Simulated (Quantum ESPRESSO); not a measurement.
A user runs Quantum ESPRESSO on CdO (Fm-3m, 2 atoms in the cell) and asks whether the run is sound. The aim is a self-consistent single point with DFT, PBE, plane waves, PseudoDojo standard norm-conserving (PBE) pseudopotentials.

Cell that was meant: a = 3.3767 Å, b = 3.3767 Å, c = 3.3767 Å, α = 60.00°, β = 60.00°, γ = 60.00°.

Part of the input:

```fortran
    ecutwfc = 105
    occupations = 'smearing'
    smearing = 'gaussian'
    degauss = 0.2
/
&electrons
    conv_thr = 1e-10
```

Output (repeated stretches shortened):

```
     Message from routine setup:
     using ibrav=0 with symmetry is DISCOURAGED, use correct ibrav instead
     G-vector sticks info
   [... lines left out ...]
                       cart. coord. in units 2pi/alat
        k(    1) = (   0.0000000   0.0000000   0.0000000), wk =   0.0039062
        k(    2) = (   0.0883883   0.0883883  -0.0883883), wk =   0.0312500
        k(    3) = (   0.1767767   0.1767767  -0.1767767), wk =   0.0312500
   [... 26 lines left out ...]

     Dense  grid:    26565 G-vectors     FFT dimensions: (  45,  45,  45)

     Initial potential from superposition of free atoms

     starting charge      25.9998, renormalised to      26.0000
     Self-consistent Calculation

     iteration #  1     ecut=   105.00 Ry     beta= 0.40

     total energy              =    -383.61781549 Ry
     estimated scf accuracy    <       0.48766306 Ry

     iteration #  2     ecut=   105.00 Ry     beta= 0.40

     total energy              =    -383.75379810 Ry
     estimated scf accuracy    <       0.10417570 Ry

     iteration #  3     ecut=   105.00 Ry     beta= 0.40

     total energy              =    -383.76903649 Ry
     estimated scf accuracy    <       0.00453876 Ry

   [... 6 blocks of this kind left out ...]

     iteration # 10     ecut=   105.00 Ry     beta= 0.40

     total energy              =    -383.76950897 Ry
     estimated scf accuracy    <          1.2E-10 Ry

     iteration # 11     ecut=   105.00 Ry     beta= 0.40
     End of self-consistent calculation

     the Fermi energy is    13.6661 ev

!    total energy              =    -383.76950897 Ry
     estimated scf accuracy    <          5.7E-11 Ry
     smearing contrib. (-TS)   =      -0.11271791 Ry
     internal energy E=F+TS    =    -383.65679106 Ry

     convergence has been achieved in  11 iterations

     Forces acting on atoms (cartesian axes, Ry/au):

     atom    1 type  1   force =     0.00000000    0.00000000    0.00000000
     atom    2 type  2   force =    -0.00000000    0.00000000   -0.00000000

     Total force =     0.000000     Total SCF correction =     0.000000

          total   stress  (Ry/bohr**3)                   (kbar)     P=       61.05
   0.00041503  -0.00000000  -0.00000000           61.05       -0.00       -0.00
  -0.00000000   0.00041503  -0.00000000           -0.00       61.05       -0.00
  -0.00000000  -0.00000000   0.00041503           -0.00       -0.00       61.05

   JOB DONE.
```

Task: Can these results be used? Check the input.

Result: The run is not sound. The fault is an energy in the wrong unit. A bare number is read in the key's own unit, and eV, Ry (13.6 eV) and Ha (27.2 eV) lie far apart, so the setting ends up far from the one that was meant. To fix it, convert the value to the unit that the key expects. The run converged in 11 iterations without an error; against the sound input the free energy drops by 256 meV/atom and the pressure goes from -0.62 to 6.11 GPa.

An input that runs soundly differs in these lines (not the only fix; some lines may just follow from the change or write a value another way):
```diff
-    degauss = 0.2
+    degauss = 0.0147
```

With that input, the run converged in 12 iterations: free energy E − TS -5220.9385 eV; Fermi level (on the code's own zero) 12.10 eV; pressure -0.62 GPa (DFT, PBE, plane waves, PseudoDojo standard norm-conserving (PBE) pseudopotentials).

On the sound input: the starting cell comes from a database of computed structures (which also holds hypothetical and non-ambient phases and stackings), without a prior relaxation at this level. Its lattice was rescaled by a random factor within 2.5 % of one. The run gives no clean gap (levels at the Fermi energy touch, overlap or are partly filled at this smearing), which alone does not show that the compound is a metal.
